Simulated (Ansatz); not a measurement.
## MgF2, pressure series

Consider MgF2 (space group Pa-3, No. 205; a = 4.9537 Å; a cell from a computed database, its experimental status unchecked).

Cell and atoms are relaxed at each pressure.

Method: Kohn–Sham DFT with the PBEsol functional, run in Ansatz (a program for electronic structure) with PAW and 420 eV plane waves, scalar-relativistic without spin-orbit coupling.

| pressure (GPa) | band gap (eV) |
|---|---|
| -2 | 6.68 |
| -1 | 6.75 |
| 0 | 6.82 |
| 0.3 | 6.84 |
| 0.7 | 6.86 |
| 1.5 | ? |
| 3 | 7.01 |
| 5 | 7.13 |
| 7.5 | 7.28 |

### Question
Fit E_g = E₀ + αP + βP² to the rows shown and predict the withheld row.

### Answer
Least squares on the printed values gives E₀ = 6.82 eV, α = 66.2 meV/GPa, β = -0.62 meV/GPa² (largest residual 0.00 eV); this predicts 6.91 eV, and the run gives 6.92 eV, in agreement.

Load acts through the strain it causes; cell and atoms are relaxed under it. Whether these cells are dynamically stable was not tested. No other phases were tried under pressure.
